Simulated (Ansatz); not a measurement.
# Hypothetical CsCl type MoP: pressure series

Start from MoP in the CsCl type structure (space group Pm-3m, No. 221; a = 3.0033 Å; a hypothetical phase, not in the database extracts checked).

Cell and atoms are relaxed at each pressure.

The values are results of plane-wave PAW DFT at the PBE level (Ansatz, a program for electronic structure, 420 eV), no spin-orbit coupling, not measurements.

| P (GPa) | V (Å³/atom) |
|---|---|
| -2.00 | 13.664 |
| -1.00 | 13.603 |
| 0.30 | 13.527 |
| 0.70 | 13.504 |
| 1.50 | 13.459 |
| 2.99 | 13.377 |
| 4.99 | 13.271 |
| 7.50 | 13.144 |
| 9.98 | 13.024 |

A third-order Birch–Murnaghan fit to these points gives V₀ = 13.54 Å³/atom, B₀ = 233 GPa and B₀′ = 4.5. At pressure 10 GPa the volume is 96.2 % of V₀.

Load acts through the strain it causes; cell and atoms are relaxed under it. Whether these cells are dynamically stable was not tested. No other phases were tried under pressure. All final runs are without spin polarisation. An odd electron count without spin: MoP. MoP has a high density of states at the Fermi level and may be magnetic at this level.
